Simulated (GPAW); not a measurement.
A self-consistent single point of Sn (Immm, 1 atom in the cell) with GPAW.

Level of theory: PBEsol, GPAW PAW datasets PBEsol (made by gpaw-setup) (plane waves; GPAW).

The change in words: lattice scaled by 0.98; kpts: 6 6 6 → 12 12 12; occupations.width: 0.1 eV → 0.05 eV. Reference geometry:
```
CELL_PARAMETERS angstrom
     -1.69629     1.96052     2.11419
      1.69629    -1.96052     2.11419
      1.69629     1.96052    -2.11419
ATOMIC_POSITIONS crystal
  Sn 0.00000 0.00000 0.00000
```

Reference input (self-consistent single point, DFT PBEsol, plane waves, GPAW PAW datasets PBEsol (made by gpaw-setup)): mode = pw; ecut = 550 eV; xc = PBEsol; kpts = 6 6 6; mesh shift (steps) = 0 0 0; occupations.name = fermi-dirac; occupations.width = 0.1 eV; nbands = -7; convergence.forces = 0.001 eV/Å; symmetry.symmorphic = false; symmetry.tolerance = 0.0005; maxiter = 150. This run's input differs from it in these lines:

```diff
@@ -5,5 +5,5 @@
 atoms = Atoms(['Sn'],
-              cell=[[-1.696294, 1.960524, 2.114194],
-                    [1.696294, -1.960524, 2.114194],
-                    [1.696294, 1.960524, -2.114194]],
+              cell=[[-1.662368, 1.921314, 2.071910],
+                    [1.662368, -1.921314, 2.071910],
+                    [1.662368, 1.921314, -2.071910]],
               scaled_positions=[[0.000000, 0.000000, 0.000000]],
@@ -13,4 +13,4 @@
             xc='PBEsol',
-            kpts={'size': (6, 6, 6), 'gamma': True},
-            occupations=FermiDirac(0.1),
+            kpts={'size': (12, 12, 12), 'gamma': True},
+            occupations=FermiDirac(0.05),
             nbands=-7,
```

Log, with long lists cut:

```
     iter     time        total  log10-change:
                         energy   eigst   dens  force
iter:   1 --:--:--    -4.444160
iter:   2 --:--:--    -4.445354   -2.05  -1.76
iter:   3 --:--:--    -4.432982   -2.64  -1.79
iter:   4 --:--:--    -4.435712   -3.66  -2.39
iter:   5 --:--:--    -4.432178c  -3.80  -2.65
iter:   6 --:--:--    -4.432262c  -5.43  -3.48
iter:   7 --:--:--    -4.432176c  -5.50  -3.35
iter:   8 --:--:--    -4.432196c  -5.47  -3.36
iter:   9 --:--:--    -4.432196c  -6.61  -4.11c
iter:  10 --:--:--    -4.432197c  -6.69  -4.05c
iter:  11 --:--:--    -4.432197c  -8.24c -4.58c
iter:  12 --:--:--    -4.432197c  -9.24c -4.91c -23.28c
Converged after 12 iterations.

Dipole moment: (-0.000000, 0.000000, 0.000000) |e|*Ang

Energy contributions relative to reference atoms: (reference = -167935.903346)

Kinetic:         +4.208796
Potential:       -3.980272
External:        +0.000000
XC:              -4.652741
Entropy (-ST):   -0.004851
Local:           -0.005554
SIC:             +0.000000
--------------------------
Free energy:     -4.434622
Extrapolated:    -4.432197

Showing only first 2 kpts
 Kpt  Band  Eigenvalues  Occupancy
  0     5     -3.92688    2.00000
  0     6     14.44322    0.00000
  0     7     14.58314    0.00000
  0     8     16.74557    0.00000

  1     5     -3.52797    2.00000
  1     6     14.04814    0.00000
  1     7     14.28735    0.00000
  1     8     14.29466    0.00000

Fermi level: 7.37002

No gap
No difference between direct/indirect transitions
Energy (eV): -4.432197

Forces in eV/Ang:
  0 Sn    0.00000    0.00000   -0.00000

Stress tensor:
    -0.000973     0.000000     0.000000
     0.000000     0.000029     0.000000
     0.000000     0.000000     0.007253
Stress (GPa, Voigt): [-0.1558  0.0046  1.162   0.      0.      0.    ]
```

The run converged in 12 iterations. GPAW prints stress with tension positive. Against the reference run the free energy drops by 53.2 meV/atom and the pressure goes from -3.00 to -0.34 GPa.

The starting cell comes from a database of computed structures (which also holds hypothetical and non-ambient phases and stackings), without a prior relaxation at this level. Its lattice was rescaled by up to half a per cent. For this run, on top of that: lattice scaled by 0.98.

Cost on one core of a shared machine: roughly 50 s.
